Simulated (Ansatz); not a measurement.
Ti₃Mo (model structure, started from the Cu3Au type, Pm-3m, No. 221, 4 atoms in the cell) was calculated with r²SCAN in Ansatz (plane waves, PAW).

The input as run:

Ansatz 0.2 input:
```yaml
crystal:
  lattice:
    - [4.0790518281, 0.0, 0.0]
    - [0.0, 4.0790518281, 0.0]
    - [0.0, 0.0, 4.0790518281]
  atoms:
    - { symbol: Ti, position: [0.0, 0.5, 0.5] }
    - { symbol: Ti, position: [0.5, 0.5, 0.0] }
    - { symbol: Ti, position: [0.5, 0.0, 0.5] }
    - { symbol: Mo, position: [0.0, 0.0, 0.0] }
basis:
  ecutwfc: 560
  ecutrho_ratio: 4
  xc_grid: 3
kpoints:
  mp_grid: { grid: [14, 14, 14] }
hamiltonian:
  xc: r2scan
  dispersion: none
  pseudopotentials: { kind: paw }
scf:
  occupations: { method: fermi_dirac, width: 0.05 }
output:
  forces: true
  stress: true
  eigenvalues: true
relax:
  f_tol: 0.004
  escape_saddle: false
  max_steps: 80
```

Output (set-up and result lines):

```
WARN output.stress: scf.convergence.dr2_threshold = 1e-7 eV (the SCF's general default) is looser than the 4e-10 eV advised for a printed stress (1e-10 eV for …
Relaxation: its limit of steps is 80 (relax.max_steps)
Crystal: 4 atoms, lattice volume = 67.870 Å³
Basis set: ecut = 560 eV, 2007 PW (Γ), exchange–correlation on 96×96×96 points (27 copies of the dense FFT grid, shifted against one another)
Bands: 30, of which v1, the nominal top of the filled ones, is band 25 counted from 1 (24 counted from 0)
Symmetry: 48 space group operations
Space group: Pm-3m (ITA 221), of the structure as read, at distance tolerance 4.1e-5 Å
k-points: 120 of 2744
Functional: x = r2scan, c = r2scan; τ floored in thin density (d = 2e-4 eV/Å³)
SCF iter   1: F=—  HF=-12480.175613 eV  |F-HF|=—  |Δ(HF+E_count)|=         —  Δρ=1.58e-2  dr2=1.78e-1  dr2_τ=3.31e-2
SCF iter   2: F=—  HF=-12480.236556 eV  |F-HF|=—  |Δ(HF+E_count)|=   6.09e-2  Δρ=7.62e-3  dr2=6.51e-2  dr2_τ=8.90e-3
  ...
SCF 1 converged in 8 iterations: F = -12480.233481 eV  dr2 = 8.46e-9
relax step   1: F+E_penalty+E_count = -12480.23348137 eV  Δ(F+E_penalty+E_count) = +0.000e0 eV  max|allowed force component| = 3.090e-29 eV/Å  Δτ_max = 0.0000 Å  (8 SCF iters, accepted)
Crystal: 4 atoms, lattice volume = 67.870 Å³
Initial density: handed on by an earlier stage of this run
SCF iter   1: F=—  HF=-12480.233481 eV  |F-HF|=—  |Δ(HF+E_count)|=         —  Δρ=3.03e-6  dr2=8.48e-9  dr2_τ=3.43e-10
SCF iter   2: F=-12480.233481 eV  HF=-12480.233481 eV  |F-HF|=1.65e-9  |Δ(HF+E_count)|=  1.09e-11  Δρ=2.16e-6  dr2=3.66e-9  dr2_τ=4.17e-10
SCF 2 converged in 2 iterations: F = -12480.233481 eV  dr2 = 3.66e-9
SCF converged after 2 iterations
Free energy (F): -12480.233481 eV
Internal energy: -12480.175895 eV  (E = F + TS)
E sigma→0 (E₀):  -12480.204688 eV
Fermi energy:    14.982064 eV
--- Forces (eV/Å), atoms counted from 1 ---
  atom   1  Ti     0.00000000     0.00000000     0.00000000
  atom   2  Ti    -0.00000000     0.00000000     0.00000000
  atom   3  Ti     0.00000000    -0.00000000     0.00000000
  atom   4  Mo    -0.00000000     0.00000000    -0.00000000
--- Stress (GPa, compression-positive) ---
       -2.717979       0.000000       0.000000
        0.000000      -2.717979       0.000000
        0.000000       0.000000      -2.717979
  P = ⅓ Tr σ = -2.7180 GPa (-27.180 kbar)
```

The cell is one volume of an energy–volume scan, off the minimum.

The PAW data were made under PBE.

Note: the run has no spin polarisation, so it can have missed a magnetic state. Note: the relaxation could raise the start's symmetry but not lower it, so the cell can be a saddle point.

It cost very roughly 50 core-seconds of CPU time.

A model structure was made by putting elements into a prototype or built by hand; it is no filed structure, need not be a known phase, and can be a saddle point held by its symmetry.

Ansatz is a quantum-chemistry and plane-wave program.
